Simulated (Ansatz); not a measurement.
A self-consistent single point of ZrSi₂ (Cmcm, 6 atoms in the cell) with Ansatz (a first-principles code).

Method of the run: LDA (PW92), default PAW files made with PBE (plane waves; Ansatz).

```yaml
crystal:
  lattice:
    - [1.82885, -7.38352, 0.00000]
    - [1.82885, 7.38352, 0.00000]
    - [0.00000, 0.00000, 3.64754]
  atoms:
    - { symbol: Zr, position: [0.89409, 0.10591, 0.75000] }
    - { symbol: Zr, position: [0.10591, 0.89409, 0.25000] }
    - { symbol: Si, position: [0.44854, 0.55146, 0.25000] }
    - { symbol: Si, position: [0.55146, 0.44854, 0.75000] }
    - { symbol: Si, position: [0.25025, 0.74975, 0.75000] }
    - { symbol: Si, position: [0.74975, 0.25025, 0.25000] }
```

Reference input (self-consistent single point, DFT, LDA (PW92), plane waves, default PAW files made with PBE): kpoints.mp_grid.grid = 8 8 7; hamiltonian.xc = lda; hamiltonian.pseudopotentials = {kind: paw} (the program's default PAW files); scf.occupations.method = methfessel_paxton; scf.occupations.width = 0.136 eV. This run's input differs from it in these lines:

Ansatz 0.2 input:
```diff
@@ -14,3 +14,3 @@
 kpoints:
-  mp_grid: { grid: [8, 8, 7] }
+  mp_grid: { grid: [18, 18, 18] }
 hamiltonian:
```

The program printed (abridged):

```
SCF iter   1: F=—  HF=-10594.057518 eV  |F-HF|=—  |Δ(HF+E_count)|=         —  Δρ=5.61e-3  dr2=2.97e-2  ethr=1.77e-3  ⟨swp⟩=6.0  Hψ=118251  notcnv=0
all-band conjugate gradients solve this SCF's bands
preconditioner: auto → Kerker (q_TF=auto, 2.348 Å⁻¹)
SCF iter   2: F=—  HF=-10594.052710 eV  |F-HF|=—  |Δ(HF+E_count)|=   4.81e-3  S|Δr|=    0.00e0  Δρ=3.02e-3  dr2=8.45e-3  ethr=7.42e-5  ⟨swp⟩=1.1  Hψ=31435  notcnv=0
SCF iter   3: F=—  HF=-10594.050956 eV  |F-HF|=—  |Δ(HF+E_count)|=   1.75e-3  S|Δr|=    0.00e0  Δρ=5.05e-4  dr2=4.05e-4  ethr=2.11e-5  ⟨swp⟩=2.7  Hψ=35678  notcnv=0
SCF iter   4: F=—  HF=-10594.050846 eV  |F-HF|=—  |Δ(HF+E_count)|=   1.10e-4  S|Δr|=    0.00e0  Δρ=1.02e-4  dr2=1.41e-5  ethr=1.01e-6  ⟨swp⟩=2.2  Hψ=31662  notcnv=0
SCF iter   5: F=—  HF=-10594.050844 eV  |F-HF|=—  |Δ(HF+E_count)|=   2.58e-6  S|Δr|=    0.00e0  Δρ=1.95e-5  dr2=5.76e-7  ethr=3.52e-8  ⟨swp⟩=2.3  Hψ=39148  notcnv=0
SCF iter   6: F=-10594.050844 eV  HF=-10594.050844 eV  |F-HF|=1.64e-8  |Δ(HF+E_count)|=   7.99e-8  S|Δr|=    0.00e0  Δρ=3.78e-6  dr2=2.49e-8  ethr=2.50e-10  ⟨swp⟩=8.3  Hψ=103029  notcnv=0
SCF 1 converged in 6 iterations: F = -10594.050844 eV  dr2 = 2.49e-8
Stability not checked (fill_not_monotonic)
Free energy (F): -10594.050844 eV
Internal energy: -10594.050983 eV  (E = F + TS)
E sigma→0 (E₀):  -10594.050879 eV
Entropy (-TS):   0.000139 eV (0.023 meV/atom)
Fermi energy:    12.705186 eV
--- Forces (eV/Å), atoms counted from 1 ---
  atom   1  Zr     0.00000000    -0.08385990     0.00000000
  atom   2  Zr     0.00000000     0.08385990     0.00000000
  atom   3  Si     0.00000000     0.23389713     0.00000000
  atom   4  Si     0.00000000    -0.23389713     0.00000000
  atom   5  Si     0.00000000     0.01584375     0.00000000
  atom   6  Si     0.00000000    -0.01584375     0.00000000
--- Stress (GPa, compression-positive) ---
       -2.718965       0.000000       0.000000
        0.000000      -3.340516       0.000000
        0.000000       0.000000      -2.398364
  P = ⅓ Tr σ = -2.8193 GPa (-28.193 kbar)
  The stress holds the Pulay correction. Without it, at fixed plane waves, as pw.x and ABINIT print it: P = -2.8627 GPa
```

The run converged in 6 iterations. Against the reference run the free energy stays essentially unchanged (within 1 meV/atom), the pressure hardly changes (-2.75 to -2.82 GPa) and the largest force goes from 0.212 to 0.234 eV/Å.

The starting cell comes from a database of computed structures (which also holds hypothetical and non-ambient phases and stackings), without a prior relaxation at this level. Its lattice was rescaled by a random factor within 2.5 % of one. Ansatz's pressure includes its estimate of the finite-basis (Pulay) stress.

Cost on one core of a shared machine: roughly 3 min.
